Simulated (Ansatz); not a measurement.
The parent structure is InP in the zinc blende structure (space group F-43m, No. 216; a = 5.878 Å). Axes: x, y, z lie along the cube axes.

All numbers come from PBEsol, PAW, 420 eV (Ansatz, a first-principles code; without spin-orbit coupling).

Now apply this change: the cell is stretched by 3.00 % along z with no lateral relaxation; the atoms relax in the strained cell.

Predict the stress tensor and what it implies for the stiffness.

Stress of the strained cell less that of the base (GPa, compression positive):
```
  -1.42    0.00    0.00
   0.00   -1.42    0.00
   0.00    0.00   -2.75
```

Then −Δσ_ii/ε with ε = 0.0300 gives secant stiffness values (nonlinear terms included at this strain): C33 ≈ 92 GPa, C13 ≈ 47 GPa and C23 ≈ 47 GPa.

As a check, the harmonic strain energy −½ V₀ Δσ:ε is 6.5 meV/atom; the computed energy rise is 6.6 meV/atom.

Stability against distortions was not tested.
